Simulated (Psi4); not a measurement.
Psi4 1.11, M06-2X/def2-tzvp: Ta(NH)(Cl)2(NH2) ([NH]=[Ta]([NH2])([Cl])[Cl]), 8 atoms. The geometry is a generated start, not checked to be a minimum at this level.

| Quantity | Value |
|---|---|
| task | gradient |
| method | m06-2x |
| basis | def2-tzvp |
| memory | 7 GB |
| scf_type | df (default) |
| guess | auto, which took SAD (default) |
| diis_max_vecs | 10 (default) |
| scf_initial_accelerator | adiis (default) |
| e_convergence | 1e-08 (default) |
| d_convergence | 1e-08 (default) |
| effective core potentials | those of the basis set, past Kr |
| basis functions (reference run) | 194 |
| grid points (reference run) | 1468120 |

```xyz
8

Ta    -0.1631    -0.4497     0.3606
N      0.6347    -1.2806    -1.0026
H      1.0637    -1.8176    -1.7448
Cl     0.7665    -0.9261     2.3314
Cl    -2.2733    -1.0859     0.6927
N     -0.0185     1.4600    -0.1263
H      0.4206     1.8869    -0.9368
H     -0.4306     2.2130     0.4258
```

The reference run has dft_radial_points = 200, dft_spherical_points = 974, dft_pruning_scheme = none (default); it is not itself proven converged. Single runs; times are not shown.

Settings tried, all else as in the reference:
- dft_radial_points = 99, dft_spherical_points = 590, dft_pruning_scheme = robust
- dft_radial_points = 50, dft_spherical_points = 194
- dft_radial_points = 150, dft_spherical_points = 770
- dft_radial_points = 99, dft_spherical_points = 590
- dft_radial_points = 75 (default), dft_spherical_points = 302 (default), dft_pruning_scheme = treutler
- dft_radial_points = 99, dft_spherical_points = 590, dft_pruning_scheme = treutler
- dft_radial_points = 75 (default), dft_spherical_points = 434
- dft_radial_points = 75 (default), dft_spherical_points = 302 (default), dft_pruning_scheme = robust
- dft_radial_points = 25, dft_spherical_points = 50
- dft_radial_points = 35, dft_spherical_points = 110
- dft_radial_points = 75 (default), dft_spherical_points = 302 (default)

Task: Sort the settings: which keep to the reference within 10 meV/atom in energy, 100 meV/Å in forces (largest component), and which don't?

Result: Within it: dft_radial_points = 150, dft_spherical_points = 770. Outside: dft_radial_points = 99, dft_spherical_points = 590; dft_radial_points = 99, dft_spherical_points = 590, dft_pruning_scheme = robust; dft_radial_points = 99, dft_spherical_points = 590, dft_pruning_scheme = treutler; dft_radial_points = 50, dft_spherical_points = 194; dft_radial_points = 75 (default), dft_spherical_points = 434; dft_radial_points = 75 (default), dft_spherical_points = 302 (default); dft_radial_points = 75 (default), dft_spherical_points = 302 (default), dft_pruning_scheme = robust; dft_radial_points = 75 (default), dft_spherical_points = 302 (default), dft_pruning_scheme = treutler; dft_radial_points = 35, dft_spherical_points = 110; dft_radial_points = 25, dft_spherical_points = 50.

```tsv
setting	grid points	energy against the reference	difference in forces (largest component)
the reference	1468120	—	—
dft_radial_points = 150, dft_spherical_points = 770	874955	+0.011 meV/atom	1.9 meV/Å
dft_radial_points = 99, dft_spherical_points = 590	444292	−4.0 meV/atom	270 meV/Å
dft_radial_points = 99, dft_spherical_points = 590, dft_pruning_scheme = robust	327970	−4.0 meV/atom	270 meV/Å
dft_radial_points = 99, dft_spherical_points = 590, dft_pruning_scheme = treutler	259258	−4.0 meV/atom	270 meV/Å
dft_radial_points = 50, dft_spherical_points = 194	75194	−33 meV/atom	190 meV/Å
dft_radial_points = 75 (default), dft_spherical_points = 434	248310	−19 meV/atom	470 meV/Å
dft_radial_points = 75 (default), dft_spherical_points = 302 (default)	172917	−19 meV/atom	470 meV/Å
dft_radial_points = 75 (default), dft_spherical_points = 302 (default), dft_pruning_scheme = robust	125813	−19 meV/atom	470 meV/Å
dft_radial_points = 75 (default), dft_spherical_points = 302 (default), dft_pruning_scheme = treutler	105485	−19 meV/atom	470 meV/Å
dft_radial_points = 35, dft_spherical_points = 110	29891	−99 meV/atom	1200 meV/Å
dft_radial_points = 25, dft_spherical_points = 50	9744	+470 meV/atom	2300 meV/Å
```

Total energies are compared; such shifts often cancel in part in energy differences. The gradients leave out the derivatives of the grid weights. No test of the SCF solution's stability was run. The tolerance is a choice made for this comparison.
